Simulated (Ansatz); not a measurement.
The starting structures come from a database of crystals and need not be the phases stable at ambient conditions.

By PBEsol, the system below comes out a metal.

A figure of merit of an interconnect metal is its ballistic conductance per area.

Given:

```
TiP
1.0
    3.49914     0.00000     0.00000
   -1.74957     3.03034     0.00000
    0.00000     0.00000    11.68184
Ti P
4 4
Direct
  0.33333   0.66667   0.38348
  0.66667   0.33333   0.61652
  0.66667   0.33333   0.88348
  0.33333   0.66667   0.11652
  0.66667   0.33333   0.25000
  0.33333   0.66667   0.75000
  0.00000   0.00000   0.50000
  0.00000   0.00000   0.00000
```

Space group of this cell: P6_3/mmc. The cell is taken as given; by PBEsol its mean pressure is -4.5 GPa.

The current flows along the normal of the first two printed cell vectors, the (001) plane of the conventional cell. No spin-orbit coupling; the value is a mean over 0.1 eV about the Fermi level.

### Question
Give the ballistic conductance per area that PBEsol in Ansatz (a program for electronic structure) yields.

### Answer
0.28 × 10¹⁵ S/m² for both spins.
